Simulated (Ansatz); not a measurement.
Start from LiNbO3 (space group R3c, No. 161).

```yaml
crystal:
  lattice:
    - [2.53373, 1.46285, 4.56243]
    - [-2.53373, 1.46285, 4.56243]
    - [0.00000, -2.92570, 4.56243]
  atoms:
    - { symbol: Li, position: [0.28114, 0.28114, 0.28114] }
    - { symbol: Li, position: [0.78114, 0.78114, 0.78114] }
    - { symbol: Nb, position: [0.99752, 0.99752, 0.99752] }
    - { symbol: Nb, position: [0.49752, 0.49752, 0.49752] }
    - { symbol: O, position: [0.10552, 0.36572, 0.71719] }
    - { symbol: O, position: [0.71719, 0.10552, 0.36572] }
    - { symbol: O, position: [0.36572, 0.71719, 0.10552] }
    - { symbol: O, position: [0.21719, 0.86572, 0.60552] }
    - { symbol: O, position: [0.86572, 0.60552, 0.21719] }
    - { symbol: O, position: [0.60552, 0.21719, 0.86572] }
```

Cartesian axes are those of the cell as printed.

Level of theory: Ansatz (a first-principles code) LDA, without spin-orbit coupling.

Perturbation: uniaxial strain ε_zz = +1.50 %, all other strain components held at zero; the atoms relax in the strained cell.

How does this affect the stress, largest internal atomic displacement and energy relative to the base?

The stress (xx, yy, zz, yz, xz, xy; compression positive) is (-1.14, -1.14, -3.75, 0.00, 0.00, 0.00) GPa; the largest internal atomic displacement amounts to 0.010 Å; the energy rises by 1.8 meV/atom.

Whether these cells are dynamically stable was not tested.
